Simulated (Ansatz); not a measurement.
The parent structure is AlP in the zinc blende structure (space group F-43m, No. 216; a = 5.4703 Å). Axes: x, y, z lie along the cube axes.

Now apply this change: a pure shear with ε_yz = ε_zy = 0.0354, atoms relaxed at fixed cell.

Levels (all Ansatz, a quantum-chemistry and plane-wave program, PAW, earlier PAW set): PBEsol (420 eV, spin-orbit coupling left out); HSE06+SOC (420 eV, with spin-orbit coupling).

The geometry is relaxed with PBEsol.

PBEsol valence-band top at Γ: 0.00, -0.35, -0.60 eV
PBEsol lowest conduction level above the VBM at special points: X 0.90 eV; T 1.11 eV; Σ₀ 1.64 eV; Γ 2.58 eV

Q: How does going to HSE06+SOC change the valence-band top at Γ and lowest conduction level above the VBM at special points?

A: The valence-band top at Γ (three highest Kramers pairs, from the VBM) changes from 0.00, -0.35, -0.60 eV to 0.00, -0.37, -0.63 eV; the lowest conduction level above the VBM at special points changes from X 0.90 eV; T 1.11 eV; Σ₀ 1.64 eV; Γ 2.58 eV to X 1.70 eV; T 1.92 eV; Σ₀ 2.49 eV; Γ 3.57 eV.

Single points use the geometry relaxed with PBEsol. HSE06 gaps are upper bounds (no full band path). Differences between runs with and without spin-orbit coupling are approximate. The levels and masses belong to the bands next to the band gap. The cells carry an imposed strain or load. Whether these cells are dynamically stable was not tested. k-point labels follow each cell's own Brillouin zone.
